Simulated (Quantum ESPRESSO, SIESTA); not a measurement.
A Quantum ESPRESSO input for a self-consistent single point of LiAg₃ (Pm-3m, 4 atoms in the cell) (DFT, PBEsol, plane waves, GBRV 1.5 ultrasoft (PBESOL) pseudopotentials):

```fortran
&control
    calculation = 'scf'
    prefix = 'run'
    outdir = './out'
    pseudo_dir = './'
    tprnfor = .true.
    tstress = .true.
/
&system
    ibrav = 1
    celldm(1) = 7.6220194613
    nat = 4
    ntyp = 2
    ecutwfc = 40
    ecutrho = 320
    occupations = 'smearing'
    smearing = 'fd'
    degauss = 0.0036749
/
&electrons
    conv_thr = 1e-10
/
ATOMIC_SPECIES
Li     6.9400  li_pbesol_v1.4.uspp.F.UPF
Ag   107.8682  ag_pbesol_v1.4.uspp.F.UPF
ATOMIC_POSITIONS crystal
Li    0.0000000000    0.0000000000    0.0000000000
Ag    0.0000000000    0.5000000000    0.5000000000
Ag    0.5000000000    0.0000000000    0.5000000000
Ag    0.5000000000    0.5000000000    0.0000000000
K_POINTS automatic
8 8 8  0 0 0
```

Q: Translate this input to SIESTA.

A: One input that does it (others would too):

```
# files in the folder: Li.psml Ag.psml (PseudoDojo PBEsol standard)
SystemName  LiAg3
SystemLabel LiAg3

NumberOfAtoms                4
NumberOfSpecies              2
%block ChemicalSpeciesLabel
  1 3 Li
  2 47 Ag
%endblock ChemicalSpeciesLabel
LatticeConstant              1.0 Bohr
%block LatticeVectors
     7.622019461    0.000000000    0.000000000
     0.000000000    7.622019461    0.000000000
     0.000000000    0.000000000    7.622019461
%endblock LatticeVectors
AtomicCoordinatesFormat      Ang
%block AtomicCoordinatesAndAtomicSpecies
     0.000000000    0.000000000    0.000000000  1
     0.000000000    2.016699500    2.016699500  2
     2.016699500    0.000000000    2.016699500  2
     2.016699500    2.016699500    0.000000000  2
%endblock AtomicCoordinatesAndAtomicSpecies

XC.functional                GGA
XC.authors                   PBEsol
PAO.BasisSize                DZP
PAO.EnergyShift              0.005 Ry
PAO.Polarization.NonPerturbative true
MeshCutoff                   400 Ry
%block kgrid.MonkhorstPack
    8   0   0  0.0
    0   8   0  0.0
    0   0   8  0.0
%endblock kgrid.MonkhorstPack
OccupationFunction           FD
ElectronicTemperature        580.23 K

MaxSCFIterations             150
SCF.Mixer.Method             Pulay
SCF.Mixer.Weight             0.25
SCF.Mixer.History            8
SCF.DM.Tolerance             1.0E-05
Diag.ParallelOverK           true
WriteForces                  true
```

Basis, cutoffs, solver keys and any potentials are the target program's own. This input uses DFT, GGA PBEsol, numerical atomic orbitals DZP, PseudoDojo PBEsol standard norm-conserving potentials (rewritten from UPF to PSML). Both were run: pressure -3.46 GPa in Quantum ESPRESSO and -2.52 in SIESTA.

On Quantum ESPRESSO: the starting cell comes from a database of computed structures (which also holds hypothetical and non-ambient phases and stackings), without a prior relaxation at this level. Its lattice was rescaled by a random factor within 2.5 % of one. With a pressure of about -3 GPa the cell is away from its equilibrium volume at this level.

On SIESTA: the starting cell comes from a database of computed structures (which also holds hypothetical and non-ambient phases and stackings), without a prior relaxation at this level. Its lattice was rescaled by a random factor within 2.5 % of one. Values carry the incompleteness of an atom-centred basis.
